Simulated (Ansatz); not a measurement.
**Input and output of a self-consistent single point for BiSeBr (Pnma, 12 atoms in the cell) (Ansatz, a quantum-chemistry and plane-wave program)**

Computed with LDA (PW92), default PAW files made with PBE (plane waves; Ansatz).

This input was run:

Ansatz 0.2 input:
```yaml
crystal:
  lattice:
    - [8.56274000, 0.00000000, 0.00000000]
    - [0.00000000, 4.16685000, 0.00000000]
    - [0.00000000, 0.00000000, 11.01651000]
  atoms:
    - { symbol: Bi, position: [0.88357000, 0.25000000, 0.13275000] }
    - { symbol: Bi, position: [0.11643000, 0.75000000, 0.86725000] }
    - { symbol: Bi, position: [0.61643000, 0.75000000, 0.63275000] }
    - { symbol: Bi, position: [0.38357000, 0.25000000, 0.36725000] }
    - { symbol: Se, position: [0.31837000, 0.75000000, 0.54032000] }
    - { symbol: Se, position: [0.68163000, 0.25000000, 0.45968000] }
    - { symbol: Se, position: [0.18163000, 0.25000000, 0.04032000] }
    - { symbol: Se, position: [0.81837000, 0.75000000, 0.95968000] }
    - { symbol: Br, position: [0.02502000, 0.75000000, 0.30386000] }
    - { symbol: Br, position: [0.97498000, 0.25000000, 0.69614000] }
    - { symbol: Br, position: [0.47498000, 0.25000000, 0.80386000] }
    - { symbol: Br, position: [0.52502000, 0.75000000, 0.19614000] }
basis:
  ecutwfc: 420.0 eV
kpoints:
  mp_grid: { grid: [3, 7, 3], shift: [0.5, 0.5, 0.5] }
hamiltonian:
  xc: lda
  pseudopotentials: { kind: paw }
scf:
  occupations: { method: fermi_dirac, width: 0.05 eV }
output:
  forces: true
  eigenvalues: true
  stress: true
```

The program printed (abridged):

```
WARN ansatz: RAYON_NUM_THREADS=1 ignored (pool sized by the plan → 1); use --threads N
Pseudopotentials: kind: paw
Pseudopotential: Bi, paw, valence charge 15
Pseudopotential: Se, paw, valence charge 16
Pseudopotential: Br, paw, valence charge 7
Crystal: 12 atoms, lattice volume = 393.065 Å³
Basis set: ecut = 420 eV, 7665 PW (Γ)
Bands: 92, of which v1, the nominal top of the filled ones, is band 76 counted from 1 (75 counted from 0)
Symmetry: 8 space group operations
Space group: Pnma (ITA 62), of the structure as read, at distance tolerance 7.3e-5 Å
k-points: 16 of 63
PAW frozen core: Bi, regenerated for the run's functional, and the local potential with it
PAW frozen core: Se, regenerated for the run's functional, and the local potential with it
PAW frozen core: Br, regenerated for the run's functional, and the local potential with it
Initial density: superposition of atomic densities (neutral atoms: chi_scale 0, normalization atom), corrected by the library's trained network
Initial wavefunctions: pseudopotential atomic-orbital guess
Eigensolver: davidson
Functional: x = slater, c = lda
SCF iter   1: F=—  HF=-80657.607477 eV  |F-HF|=—  |Δ(HF+E_count)|=         —  Δρ=4.11e-3  dr2=6.49e-2  ethr=1.77e-3  ⟨swp⟩=7.8  Hψ=6300  notcnv=0  defer=26
all-band conjugate gradients solve this SCF's bands
preconditioner: auto → Resta (q_TF=auto, 2.329 Å⁻¹)
SCF iter   2: F=—  HF=-80657.592316 eV  |F-HF|=—  |Δ(HF+E_count)|=   1.52e-2  Δρ=2.26e-3  dr2=1.32e-2  ethr=4.27e-5  ⟨swp⟩=2.4  Hψ=2372  notcnv=0  defer=61
SCF iter   3: F=—  HF=-80657.589818 eV  |F-HF|=—  |Δ(HF+E_count)|=   2.50e-3  Δρ=6.23e-4  dr2=2.30e-3  ethr=8.67e-6  ⟨swp⟩=2.2  Hψ=2027  notcnv=0  defer=61
SCF iter   4: F=—  HF=-80657.589277 eV  |F-HF|=—  |Δ(HF+E_count)|=   5.41e-4  Δρ=1.58e-4  dr2=1.16e-4  ethr=1.51e-6  ⟨swp⟩=2.1  Hψ=2554  notcnv=0  defer=61
SCF iter   5: F=—  HF=-80657.589277 eV  |F-HF|=—  |Δ(HF+E_count)|=   3.21e-7  Δρ=3.84e-5  dr2=9.01e-6  ethr=7.62e-8  ⟨swp⟩=2.0  Hψ=2237  notcnv=0  defer=61
SCF iter   6: F=—  HF=-80657.589215 eV  |F-HF|=—  |Δ(HF+E_count)|=   6.18e-5  Δρ=1.33e-5  dr2=1.02e-6  ethr=5.93e-9  ⟨swp⟩=2.0  Hψ=2557  notcnv=0  defer=61
SCF iter   7: F=-80657.589216 eV  HF=-80657.589216 eV  |F-HF|=1.28e-9  |Δ(HF+E_count)|=   3.39e-7  Δρ=2.69e-6  dr2=4.57e-8  ethr=6.58e-11  ⟨swp⟩=11.2  Hψ=7678  notcnv=0
SCF 1 converged in 7 iterations: F = -80657.589216 eV  dr2 = 4.57e-8
SCF converged after 7 iterations
Free energy (F): -80657.589216 eV
Harris-Foulkes:  -80657.589216 eV  (|F-HF|=1.28e-9)
Internal energy: -80657.589216 eV  (E = F + TS)
E sigma→0 (E₀):  -80657.589216 eV
Entropy (-TS):   -0.000000 eV (-0.000 meV/atom)
Fermi energy:    5.760646 eV
--- Per-component energies (eV) ---
  E_band       = -2377.141731
  E_kinetic    = 2209.274712
  E_local      = -20805.858133  (includes V_loc(G=0)·N_el)
  E_nonlocal   = 193.152392
  E_hartree    = 8882.615958
  E_xc         = -2056.800799
  E_vxc        = -1385.811833  (∫ρ·V_xc dr)
  E_paw        = -57362.090664  (= ΣΔE_a)
  E_vpaw       = -353.140415  (= ΣTr[D̂ρ^β])
  E_aug_tail   = -0.004496  (compensation charges beyond the density's cutoff)
  E_ewald      = -11727.554142
  E_core_change = 9.675955  (= ΣΔE_core)
  E_smearing   = -0.000000  (= −TS)
  E_closure    = 0.000000  (closes the sum)
  Σ components = -80657.589216   (vs F -80657.589216, Δ=0.00e0)
--- Forces (eV/Å), atoms counted from 1 ---
  atom   1  Bi     0.22765387     0.00000000    -0.16366264
  atom   2  Bi    -0.22765387     0.00000000     0.16366264
  atom   3  Bi    -0.22765387     0.00000000    -0.16366264
  atom   4  Bi     0.22765387     0.00000000     0.16366264
  atom   5  Se     0.23598969     0.00000000    -0.14957206
  atom   6  Se    -0.23598969     0.00000000     0.14957206
  atom   7  Se    -0.23598969     0.00000000    -0.14957206
  atom   8  Se     0.23598969     0.00000000     0.14957206
  atom   9  Br     0.00484815     0.00000000    -0.19281144
  atom  10  Br    -0.00484815    -0.00000000     0.19281144
  atom  11  Br    -0.00484815     0.00000000    -0.19281144
  atom  12  Br     0.00484815     0.00000000     0.19281144
  max |Σ_I F_I| component: 2.78e-17 eV/Å
--- Stress (GPa, compression-positive) ---
       -3.433690       0.000000       0.000000
        0.000000      -3.572472       0.000000
        0.000000       0.000000      -3.471549
  P = ⅓ Tr σ = -3.4926 GPa (-34.926 kbar)
  The stress holds the Pulay correction. Without it, at fixed plane waves, as pw.x and ABINIT print it: P = -3.5184 GPa
--- Band table (eV; the first three rows and the last of 16) ---
  k-point 0: bands = ["-41.8263", "-41.8263", "-41.8262", "-41.8262", "-41.8162", "-41.8162", "-41.8161", "-41.8161", "-41.8033", "-41.8033", "-41.8031", "-41.8031", "-41.7706", "-41.7706", "-41.7704", "-41.7704", "-41.7679", "-41.7679", "-41.7678", [...]
  k-point 1: bands = ["-41.8263", "-41.8263", "-41.8262", "-41.8262", "-41.8162", "-41.8162", "-41.8161", "-41.8161", "-41.8033", "-41.8033", "-41.8031", "-41.8031", "-41.7706", "-41.7706", "-41.7704", "-41.7704", "-41.7679", "-41.7679", "-41.7678", [...]
  k-point 2: bands = ["-41.8262", "-41.8262", "-41.8262", "-41.8262", "-41.8162", "-41.8162", "-41.8161", "-41.8161", "-41.8033", "-41.8033", "-41.8032", "-41.8032", "-41.7706", "-41.7706", "-41.7704", "-41.7704", "-41.7679", "-41.7679", "-41.7678", [...]
  k-point 15: bands = ["-41.8262", "-41.8262", "-41.8262", "-41.8262", "-41.8162", "-41.8162", "-41.8162", "-41.8162", "-41.8032", "-41.8032", "-41.8032", "-41.8032", "-41.7705", "-41.7705", "-41.7705", "-41.7705", "-41.7678", "-41.7678", [...]
```

The run converged in 7 iterations.

The starting cell comes from a database of computed structures (which also holds hypothetical and non-ambient phases and stackings), without a prior relaxation at this level. Spin-orbit coupling is off. With a pressure of about -3 GPa the cell is away from its equilibrium volume at this level. Ansatz's pressure includes its estimate of the finite-basis (Pulay) stress. The shifted mesh does not hold Γ, so a gap read on it misses any band edge there.
